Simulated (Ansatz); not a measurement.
Pressure series in Sn

Take Sn (space group I4/mmm, No. 139; a = 3.281 Å, c = 4.920 Å) as the base.

Cell and atoms are relaxed at each pressure.

Level of theory: PBEsol in Ansatz (plane waves to 420 eV, PAW, no spin-orbit coupling).

```csv
variant,density,shortest interatomic distance
base,7.44 g/cm³,3.281 Å
pressure −2 GPa,7.15 g/cm³,…
pressure −1 GPa,7.30 g/cm³,3.305 Å
pressure 0.3 GPa,7.48 g/cm³,3.275 Å
pressure 0.7 GPa,7.53 g/cm³,3.267 Å
pressure 1.5 GPa,…,3.252 Å
pressure 3 GPa,7.81 g/cm³,3.224 Å
pressure 5 GPa,8.03 g/cm³,3.194 Å
pressure 7.5 GPa,8.27 g/cm³,…
pressure 10 GPa,8.50 g/cm³,3.128 Å
```

Q: Some entries are withheld; estimate them.

A: 
- pressure −2 GPa, shortest interatomic distance: 3.333 Å
- pressure 1.5 GPa, density: 7.63 g/cm³
- pressure 7.5 GPa, shortest interatomic distance: 3.158 Å

Load acts through the strain it causes; cell and atoms are relaxed under it. Stability against distortions was not tested. No other phases were tried under pressure. This is not the structure that Sn has at room temperature and ambient pressure.

Ansatz is a program for electronic structure.
